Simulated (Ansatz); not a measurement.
Where the default PAW files enter, the runs use the earlier of Ansatz's two default sets.

Tunnelling through a barrier is set by its complex band structure: the current falls as exp(−2κd) with the smallest κ.

Input:

```
CELL_PARAMETERS angstrom
      4.81667     0.00000     0.00000
     -2.40834     4.17136     0.00000
      0.00000     0.00000     5.32267
ATOMIC_POSITIONS crystal
  Si 0.46891 0.00000 0.00000
  Si 0.00000 0.46891 0.33333
  Si 0.53109 0.53109 0.66667
  O  0.58661 0.85583 0.78489
  O  0.14417 0.73078 0.11822
  O  0.26922 0.41339 0.45156
  O  0.73078 0.14417 0.21511
  O  0.41339 0.26922 0.88178
  O  0.85583 0.58661 0.54844
```

Space group of this cell: P3_121. The cell is strained (all lengths scaled by 0.98); by r2SCAN its mean pressure is 13.8 GPa.

Transport runs along the normal of the first two printed cell vectors, the (001) plane of the conventional cell.

The gap is the functional's own, uncorrected, and κ follows it; spin-orbit coupling is left out. Mid-gap values are interpolated between the computed energies.

Problem. Give the band gap and the smallest decay constant κ at mid-gap that r2SCAN (Ansatz, an electronic-structure program) yields.

Solution. Gap 7.02 eV on a 12×12×6 mesh; κ = 0.536 1/Å, at the zone centre.
